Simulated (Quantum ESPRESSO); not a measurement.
**Equation of state of WC-type WC (space group 187): energy against volume (Quantum ESPRESSO, LDA)**

```
CELL_PARAMETERS angstrom
      2.79682     0.00000     0.00000
     -1.39841     2.42212     0.00000
      0.00000     0.00000     2.72954
ATOMIC_POSITIONS crystal
  W  0.00000 0.00000 0.00000
  C  0.33333 0.66667 0.50000
```

Method: LDA (PZ), GBRV 1.5 ultrasoft (LDA) pseudopotentials (plane waves; Quantum ESPRESSO). Settings: ecutwfc = 52 Ry; ecutrho = 416 Ry; occupations = smearing; smearing = fermi-dirac; degauss = 0.0036749 Ry; potentials = {W: w_lda_v1.2.uspp.F.UPF, C: c_lda_v1.2.uspp.F.UPF}; K_POINTS = automatic 23 23 21 0 0 0; conv_thr = 1e-10 Ry; mixing_beta = 0.4. The cell above is the first row's. The rows scale it uniformly. In all rows fractional positions and the k mesh are held. E is the free energy at the stated smearing, counted from the lowest row.

```csv
V (Å^3/atom),E (meV/atom)
9.245,?
9.446,73.88
9.647,36.15
9.848,12.12
10.049,0.47
10.250,0.00
10.451,9.59
10.652,28.26
10.853,55.08
```

The 8 complete rows are fitted with the third-order Birch-Murnaghan form, a cubic in V^(-2/3), E against V. With u = V^(-2/3) - 0.214, the rows have u = 0.009787, 0.006668, 0.003655, 0.000743, -0.002074, -0.004800, -0.007440, -0.009998. Least squares gives E = -0.670 + 1056.45·u + 666992·u² + 351770·u³. Residuals (row less fit): -0.007, 0.015, 0.001, -0.013, -0.005, 0.002, 0.014, -0.009; standard error 0.014 (degrees of freedom: 4). Its minimum lies at u = -0.000792, so V0 = (0.213208)^(-3/2) = 10.16. There d²E/du² = 1332000 and d³E/du³ = 2111000, so B0 = (4/9) × 10.16^(-7/3) × 1332000 × 0.160218 = 425 GPa (the last factor turns the table's units into GPa), and B0' = 4 + (2/3) × 0.213208 × (2111000)/1332000 = 4.2. The program's pressures in the fitted runs (not shown) pass through zero at V = 10.15, 0.07 % from this V0.

Question: Estimate the missing E (V = 9.245); what did the run itself give?

Answer: u = 0.013019, so E = -0.670 + 1056.45 × 0.013019 + 666992 × 0.013019² + 351770 × 0.013019³ = 126.912 meV/atom. The calculation gives 126.88 meV/atom, 0.032 meV/atom below the prediction (under 0.05 % of the range of E in the table). The row lies outside the fitted rows, so this is an extrapolation. From the scatter of the fitted rows alone, a prediction at this place has a standard error of 0.041 meV/atom, so the miss is 0.8 times that.

Carrying the step between the two nearest rows on in a straight line would have given 111.61, off by 15.27; series whose last step already gives the withheld value aren't shown. The scan was laid around a cell of about the measured size, scaled by a guess for this functional; axis ratios and inner coordinates come from that cell. The runs keep the symmetry of the cell, so they don't test it for distortions. Spin polarisation is off. Spin-orbit coupling is off. The shape of the cell and the inner coordinates aren't relaxed, so V0 and B0 belong to this uniform scaling; a relaxed crystal lies no higher in energy and is usually softer. Cutoffs and mesh are single choices, not tested for convergence of this quantity. Series with a scatter that would blur these digits, or in which a gap closes, are not shown. Nor are scans whose minimum lies at an end fitted in this form.
